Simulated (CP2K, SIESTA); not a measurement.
A CP2K input for a self-consistent single point of C (P6_3/mmc, 4 atoms in the cell) (DFT PBE, GPW, DZVP-MOLOPT-SR-GTH basis, GTH-PBE potentials (GTH_POTENTIALS)):

```
&GLOBAL
  PROJECT c
  RUN_TYPE ENERGY_FORCE
  PRINT_LEVEL MEDIUM
&END GLOBAL
&FORCE_EVAL
  METHOD Quickstep
  STRESS_TENSOR ANALYTICAL
  &DFT
    BASIS_SET_FILE_NAME BASIS_MOLOPT
    POTENTIAL_FILE_NAME GTH_POTENTIALS
    &QS
      METHOD GPW
      EPS_DEFAULT 1E-10
    &END QS
    &MGRID
      CUTOFF 400
      REL_CUTOFF 60
      NGRIDS 4
    &END MGRID
    &SCF
      SCF_GUESS ATOMIC
      EPS_SCF 1E-6
      MAX_SCF 100
      ADDED_MOS 4
      &DIAGONALIZATION
        ALGORITHM STANDARD
      &END DIAGONALIZATION
      &MIXING
        METHOD BROYDEN_MIXING
        ALPHA 0.2
        NBUFFER 12
      &END MIXING
      &SMEAR ON
        METHOD GAUSSIAN
        SIGMA [eV] 0.136
      &END SMEAR
    &END SCF
    &KPOINTS
      SCHEME MONKHORST-PACK 15 15 5
    &END KPOINTS
    &XC
      &XC_FUNCTIONAL PBE
      &END XC_FUNCTIONAL
    &END XC
    &PRINT
      &MO
        EIGENVALUES T
        OCCUPATION_NUMBERS T
        NDIGITS 8
        FILENAME mo
        &EACH
          QS_SCF 0
        &END EACH
        ADD_LAST NUMERIC
      &END MO
      &MULLIKEN ON
      &END MULLIKEN
    &END PRINT
  &END DFT
  &SUBSYS
    &CELL
      A 2.46000000 0.00000000 0.00000000
      B -1.23000000 2.13042200 0.00000000
      C 0.00000000 0.00000000 6.71000000
      PERIODIC XYZ
    &END CELL
    &COORD
      C        0.00000000     0.00000000     1.67750000
      C        0.00000000     0.00000000     5.03250000
      C       -0.00000001     1.42028134     1.67750000
      C        1.23000001     0.71014066     5.03250000
    &END COORD
    &KIND C
      BASIS_SET DZVP-MOLOPT-SR-GTH
      POTENTIAL GTH-PBE-q4
    &END KIND
  &END SUBSYS
  &PRINT
    &FORCES ON
    &END FORCES
    &STRESS_TENSOR ON
    &END STRESS_TENSOR
  &END PRINT
&END FORCE_EVAL
```

### Question
Give the SIESTA input for the same structure, mesh, smearing and functional.

### Answer
One input that does it (others would too):

```
# files in the folder: C.psml (PseudoDojo PBE standard)
SystemName  C
SystemLabel c

NumberOfAtoms                4
NumberOfSpecies              1
%block ChemicalSpeciesLabel
  1 6 C
%endblock ChemicalSpeciesLabel
LatticeConstant              1.0 Ang
%block LatticeVectors
     1.230000000   -2.130422490    0.000000000
     1.230000000    2.130422490    0.000000000
     0.000000000    0.000000000    6.710000000
%endblock LatticeVectors
AtomicCoordinatesFormat      Ang
%block AtomicCoordinatesAndAtomicSpecies
     0.000000000    0.000000000    1.677500000  1
     0.000000000    0.000000000    5.032500000  1
     1.230000000    0.710140844    1.677500000  1
     1.230000000   -0.710140844    5.032500000  1
%endblock AtomicCoordinatesAndAtomicSpecies

XC.functional                GGA
XC.authors                   PBE
PAO.BasisSize                DZP
PAO.EnergyShift              0.01 Ry
MeshCutoff                   300 Ry
%block kgrid.MonkhorstPack
   15   0   0  0.0
    0  15   0  0.0
    0   0   5  0.0
%endblock kgrid.MonkhorstPack
OccupationFunction           MP
OccupationMPOrder            0
ElectronicTemperature        1578.21 K

MaxSCFIterations             150
SCF.Mixer.Method             Broyden
SCF.Mixer.Weight             0.1
SCF.Mixer.History            8
SCF.DM.Tolerance             1.0E-04
Diag.ParallelOverK           true
WriteForces                  true
```

Basis, cutoffs, solver keys and any potentials are the target program's own. This input uses DFT, GGA PBE, numerical atomic orbitals DZP, PseudoDojo PBE standard norm-conserving potentials (rewritten from UPF to PSML). Both were run: pressure 3.71 GPa in CP2K and 11.92 in SIESTA; largest force 0.003 eV/Å in CP2K and 0.000 in SIESTA.

On SIESTA: the starting cell has typed, rounded lattice constants, without a prior relaxation at this level. Values carry the incompleteness of an atom-centred basis. With a pressure of about 12 GPa the cell is away from its equilibrium volume at this level.

On CP2K: the starting cell has typed, rounded lattice constants, without a prior relaxation at this level. Values carry the incompleteness of an atom-centred basis. With a pressure of about 4 GPa the cell is away from its equilibrium volume at this level.
